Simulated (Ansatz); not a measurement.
Base system: MgTe in the wurtzite structure (space group P6_3mc, No. 186; a = 4.561 Å, c = 7.413 Å). Axes: x lies along a and z along c of the hexagonal cell.

Computed with DFT with PBEsol, PAW potentials and a 420 eV plane-wave cutoff in Ansatz (a quantum-chemistry and plane-wave program), spin-orbit coupling left out, earlier PAW set.

For the base:

The band gap is 2.39 eV and the valence-band top at Γ comes out as 0.00, -0.02, -0.02 eV.

One thing is altered: compressive biaxial strain of 0.29 % in the plane normal to [001], as in epitaxy on a mismatched substrate; the out-of-plane cell vector and the atoms relax.

Problem. Estimate the effect on the band gap, valence-band top at Γ, out-of-plane strain and in-plane stress.

Solution. The band gap goes up by 0.02 eV to 2.41 eV; the valence-band top at Γ (three highest levels, from the VBM) changes from 0.00, -0.02, -0.02 eV to 0.00, 0.00, -0.02 eV; the out-of-plane strain amounts to +0.25 %; the mean in-plane stress (compression positive) amounts to +0.2 GPa.

Spin-orbit coupling, missing from the scalar runs, can matter with Te. Semilocal Kohn–Sham gaps tend to fall short of experiment. No phonon test of stability was made.
